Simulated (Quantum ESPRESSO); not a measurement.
Several settings converged on TaSb2 (Cm, 6 atoms in the cell)

```
TaSb2
1.0
    5.15308    -1.85443     0.00000
    5.15308     1.85443     0.00000
   -4.25842     0.00000     7.22092
Ta Sb
2 4
Direct
  0.85172   0.85172   0.81793
  0.15114   0.15114   0.18899
  0.14828   0.14828   0.53530
  0.85172   0.85172   0.46470
  0.40462   0.40462   0.11031
  0.59538   0.59538   0.88969
```

Base method: PBEsol, PSlibrary PAW (PBE) pseudopotentials (plane waves; Quantum ESPRESSO).

Base settings: ecutwfc = 50 Ry; ecutrho = 300 Ry; occupations = smearing; smearing = gaussian; degauss = 0.0073499 Ry; input_dft = pbesol; potentials = {Ta: Ta.pbe-spn-kjpaw_psl.1.0.0.UPF, Sb: Sb.pbe-n-kjpaw_psl.1.0.0.UPF}; K_POINTS = automatic 4 4 2 0 0 0; conv_thr = 1e-11 Ry; mixing_beta = 0.3.

The count of work is k-points × plane waves × bands × iterations; it is no time. 

**The plane-wave cutoff**

Moved along: ecutrho.

The second cell is the first with its lattice scaled by 0.98.

The mesh stays at the base's, so the ladder's end is converged at best in this setting alone.

Only quantities that move along the ladder and can be compared are tabulated.

| ecutwfc | free energy less the last step's (meV/atom) | energy of the compressed cell less the first (meV/atom) | pressure (GPa) | largest difference of a force vector from the last step's (eV/Å) | count of work / last |
|---|---|---|---|---|---|
| 17.5 Ry | 4093.70 | 6.11 | -83.37 | 0.313 | 0.12 |
| 22 Ry | 1392.10 | 1.06 | -38.25 | 0.115 | 0.16 |
| 50 Ry | 5.67 | -4.12 | -4.04 | 0.001 | 0.54 |
| 75 Ry | 0.00 | -4.16 | -4.04 | 0.000 | 1.0 |

Coarsest ecutwfc that holds the free energy within 5 meV/atom: not settled: the last two steps still differ by 5.7 meV/atom, over half the tolerance, so the ladder does not show it.

Coarsest ecutwfc that holds the energy of the compressed cell less the first within 0.2 meV/atom of the last step, with all finer ones: 50 Ry; the step before is off by 5.2 meV/atom.

Coarsest ecutwfc that holds the pressure within 1 GPa of the last step, with all finer ones: 50 Ry; the step before is off by 34 GPa.

At the lowest cutoff the pressure lies 79.3 GPa under the last step's, the usual sign of Pulay stress in an incomplete plane-wave basis.

**The density cutoff**

The second cell is the first with its lattice scaled by 0.98.

The mesh stays at the base's, so the ladder's end is converged at best in this setting alone.

Only quantities that move along the ladder and can be compared are tabulated.

| ecutrho | free energy less the last step's (meV/atom) | energy of the compressed cell less the first (meV/atom) | pressure (GPa) | largest difference of a force vector from the last step's (eV/Å) |
|---|---|---|---|---|
| 100 Ry | -21.98 | -3.27 | -2.69 | 0.037 |
| 200 Ry | -0.26 | -4.11 | -4.04 | 0.000 |
| 300 Ry | -0.05 | -4.12 | -4.04 | 0.000 |
| 500 Ry | 0.00 | -4.12 | -4.04 | 0.000 |

Coarsest ecutrho that holds the free energy within 0.5 meV/atom of the last step, with all finer ones: 200 Ry; the step before is off by 22 meV/atom.

Coarsest ecutrho that holds the energy of the compressed cell less the first within 0.5 meV/atom of the last step, with all finer ones: 200 Ry; the step before is off by 0.86 meV/atom.

Coarsest ecutrho that holds the forces within 0.01 eV/Å of the last step, with all finer ones: 200 Ry; the step before is off by 0.037 eV/Å.

The energy difference between the two cells stays within 1 meV/atom of the last step's from 100 Ry on, the total only from 200 Ry on: much of the error is common to both cells and cancels.

On the base run: the starting cell comes from a database of computed structures (which also holds hypothetical and non-ambient phases and stackings), without a prior relaxation at this level. Its lattice was rescaled by up to half a per cent. One atom was moved a little off its site on purpose. Spin polarisation is off. In the base run, with a pressure of about -4 GPa the cell is away from its equilibrium volume at this level. Without a gap this mesh is coarse (it stands for a supercell whose shortest vector is 15 Å).
